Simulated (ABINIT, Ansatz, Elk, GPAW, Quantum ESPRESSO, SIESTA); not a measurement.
One structure in several programs: InSe (C2/m, 4 atoms in the cell)

Self-consistent single point.

```
InSe
1.0
    5.82639    -2.05465     0.00000
    5.82639     2.05465     0.00000
   -1.72323     0.00000     4.77135
In Se
2 2
Direct
  0.11180   0.11180   0.95316
  0.88820   0.88820   0.04684
  0.33907   0.33907   0.33104
  0.66093   0.66093   0.66896
```

Shared settings, as Ansatz (a quantum-chemistry and plane-wave program) writes them: kpoints.mp_grid.grid = 3 3 3; scf.occupations.method = fixed. Potentials and cutoffs stand in the table.

| code | model | pressure (GPa) | largest force (eV/Å) | gap on the mesh (eV) | cutoff |
|---|---|---|---|---|---|
| Ansatz | PBEsol, PAW files made with PBE | -0.94 | 0.060 | 1.311 | 30.9 Ry |
| SIESTA | GGA PBEsol, numerical atomic orbitals DZP, PseudoDojo PBEsol standard norm-conserving potentials (rewritten from UPF to PSML) | 0.35 | 0.468 | 1.356 | grid 300 Ry |
| Quantum ESPRESSO | PBEsol, GBRV 1.5 ultrasoft (PBESOL) pseudopotentials | -1.51 | 0.064 | 1.304 | 40 Ry |
| GPAW | PBEsol, GPAW PAW datasets PBEsol (made by gpaw-setup) | -1.26 | 0.074 | 1.315 | 550 eV |
| ABINIT | PBEsol, norm-conserving pseudopotentials (PseudoDojo nc-sr-04 PBEsol standard) | -0.81 | 0.060 | 1.307 | 43 Ha |
| Elk | PBEsol, all-electron FP-LAPW, Elk's shipped species files, APW+lo basis with extra local orbitals | – | – | 1.306 | rgkmax 7.5 |

A dash marks a value that a program does not give, or that is left out as unsure.

Gaps are read on the mesh. Another mesh or the band path gives a smaller gap, so these values are not converged in the mesh.

The spread over the programs that give each value: pressure within 1.86 GPa; largest force within 0.408 eV/Å; gap on the mesh within 0.052 eV.

SIESTA uses small atom-centred bases, whose incompleteness enters pressures, forces and empty levels differently from a plane-wave cutoff. Elk treats all electrons, but the usual bases taken here (sphere radii, linearisation, local orbitals, empty states) were not tested for convergence, so the values are no reference for the others. Ansatz's pressure is given at a fixed set of plane waves, as the other plane-wave codes print theirs. In the pressure, SIESTA (by 1.45) lies more than 1 GPa from the median of the plane-wave programs. In the force vectors, SIESTA (by 0.500) lies more than 0.08 eV/Å from the median of the plane-wave programs.

On the base mesh (5 5 4) the same programs gave: Ansatz pressure -1.16 GPa, gap on the mesh 1.051 eV; Quantum ESPRESSO pressure -1.74 GPa, gap on the mesh 1.041 eV; ABINIT pressure -1.04 GPa, gap on the mesh 1.043 eV; GPAW pressure -1.48 GPa, gap on the mesh 1.052 eV; Elk gap on the mesh 1.043 eV; SIESTA pressure 0.13 GPa, gap on the mesh 1.166 eV.

The values differ from the base mesh's, so the mesh still matters here: the table compares the programs at equal settings.

The starting cell comes from a database of computed structures (which also holds hypothetical and non-ambient phases and stackings), without a prior relaxation at this level.

Left out of this page: CP2K (on another mesh).

Keys are those of Ansatz 0.2.
